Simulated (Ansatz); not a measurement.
# TiOs: thickness series

Base system: TiOs in the CsCl type structure (space group Pm-3m, No. 221; a = 3.0614 Å). Axes: x, y, z lie along the cube axes.

Free-standing slabs (2 atom(s) a layer) normal to [110] with 15 Å of vacuum; in-plane cell held at bulk.

Computed with DFT with PBEsol, PAW potentials and a 420 eV plane-wave cutoff in Ansatz (a program for electronic structure), no spin-orbit coupling.

Notes on the quantities. excess energy per area of both faces: slab less bulk energy over the cell's area: twice a surface energy; uncertain by up to 0.2 J/m²; layer's space group: with vacuum.

```csv
variant,excess energy per area of both faces,layer's space group,thickness between the outermost nuclei,shortest interatomic distance
base,–,–,–,2.651 Å
1 layer,–,Pmmm (No. 47),–,2.651 Å
2 layers,5.87 J/m²,Pmma (No. 51),2.14 Å,2.530 Å
3 layers,6.5 J/m²,Pmmm (No. 47),4.35 Å,2.562 Å
4 layers,6.4 J/m²,Pmma (No. 51),6.51 Å,2.526 Å
5 layers,6.4 J/m²,Pmmm (No. 47),8.71 Å,2.526 Å
6 layers,6.4 J/m²,Pmma (No. 51),10.87 Å,2.522 Å
7 layers,6.4 J/m²,Pmmm (No. 47),13.03 Å,2.522 Å
```

Slab and bulk use different k-meshes, which limits the precision of the excess energy. No phonon test of stability was made. All final runs are without spin polarisation.
